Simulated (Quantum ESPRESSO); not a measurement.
Quantum ESPRESSO run on NbVCr (Imma, 6 atoms in the cell): self-consistent single point.

Level of theory: LDA (PZ), GBRV 1.5 ultrasoft (LDA) pseudopotentials (plane waves; Quantum ESPRESSO).

```xyz
6
Lattice="2.4624 2.5203 3.5074 -2.4624 2.5203 3.5074 -2.4624 -2.5203 3.5074" Properties=species:S:1:pos:R:3 pbc="T T T"
Nb    -2.4624    -1.2601    -0.8680
Nb     0.0000    -1.2601     4.3754
V      0.0000    -2.5203     0.0000
V      0.0000     0.0000     0.0000
Cr     1.2312    -1.2601     1.7537
Cr    -1.2312    -1.2601     1.7537
```

Reference input (self-consistent single point, DFT, PBEsol, plane waves, GBRV 1.5 ultrasoft (PBESOL) pseudopotentials): ecutwfc = 50 Ry; ecutrho = 400 Ry; occupations = smearing; smearing = fd; degauss = 0.0073499 Ry; potentials = {Nb: nb_pbesol_v1.uspp.F.UPF, V: v_pbesol_v1.4.uspp.F.UPF, Cr: cr_pbesol_v1.5.uspp.F.UPF}; K_POINTS = automatic 5 5 5 0 0 0; conv_thr = 1e-10 Ry. This run's input differs from it in these lines:

```diff
@@ -24,5 +24,5 @@
 ATOMIC_SPECIES
-Nb    92.9064  nb_pbesol_v1.uspp.F.UPF
-V     50.9415  v_pbesol_v1.4.uspp.F.UPF
-Cr    51.9961  cr_pbesol_v1.5.uspp.F.UPF
+Nb    92.9064  nb_lda_v1.uspp.F.UPF
+V     50.9415  v_lda_v1.4.uspp.F.UPF
+Cr    51.9961  cr_lda_v1.5.uspp.F.UPF
 ATOMIC_POSITIONS crystal
```

Output (repeated stretches shortened):

```
     Self-consistent Calculation

     iteration #  1     ecut=    50.00 Ry     beta= 0.70

     negative rho (up, down):  1.528E-03 0.000E+00

     total energy              =    -869.20597603 Ry
     estimated scf accuracy    <      11.15725125 Ry

     iteration #  2     ecut=    50.00 Ry     beta= 0.70

     negative rho (up, down):  1.237E-03 0.000E+00

     total energy              =    -873.63672975 Ry
     estimated scf accuracy    <      86.03560683 Ry

     iteration #  3     ecut=    50.00 Ry     beta= 0.70

     negative rho (up, down):  1.683E-03 0.000E+00

     total energy              =    -876.29175445 Ry
     estimated scf accuracy    <      38.26340130 Ry

   [... 19 blocks of this kind left out ...]

     iteration # 23     ecut=    50.00 Ry     beta= 0.70

     negative rho (up, down):  2.366E-03 0.000E+00

     total energy              =    -877.35437836 Ry
     estimated scf accuracy    <          2.6E-10 Ry

     iteration # 24     ecut=    50.00 Ry     beta= 0.70

     negative rho (up, down):  2.366E-03 0.000E+00
     End of self-consistent calculation

     the Fermi energy is    17.3933 ev

!    total energy              =    -877.35437836 Ry
     estimated scf accuracy    <          8.2E-11 Ry
     smearing contrib. (-TS)   =      -0.00913829 Ry
     internal energy E=F+TS    =    -877.34524007 Ry

     convergence has been achieved in  24 iterations

     negative rho (up, down):  2.366E-03 0.000E+00

     Forces acting on atoms (cartesian axes, Ry/au):

     atom    1 type  1   force =     0.00000000    0.00000000    0.00071009
     atom    2 type  1   force =     0.00000000   -0.00000000   -0.00071009
     atom    3 type  2   force =     0.00000000    0.00000000    0.00000000
     atom    4 type  2   force =     0.00000000    0.00000000    0.00000000
     atom    5 type  3   force =     0.00000000   -0.00000000    0.00000000
   [... lines left out ...]
     Total force =     0.001004     Total SCF correction =     0.000003
   [... lines left out ...]

     negative rho (up, down):  2.366E-03 0.000E+00
          total   stress  (Ry/bohr**3)                   (kbar)     P=     -111.17
  -0.00074578   0.00000000   0.00000000         -109.71        0.00        0.00
   0.00000000  -0.00076374   0.00000000            0.00     -112.35        0.00
  -0.00000000   0.00000000  -0.00075756           -0.00        0.00     -111.44

   JOB DONE.
```

The run converged in 24 iterations. Against the reference run the pressure goes from -5.91 to -11.12 GPa and the largest force goes from 0.011 to 0.018 eV/Å. The full log also holds: “c_bands:  1 eigenvalues not converged”.

The starting cell comes from a database of computed structures (which also holds hypothetical and non-ambient phases and stackings), without a prior relaxation at this level. Spin polarisation is off. With a pressure of about -11 GPa the cell is away from its equilibrium volume at this level.

Cost on one core of a shared machine: roughly 3 min.
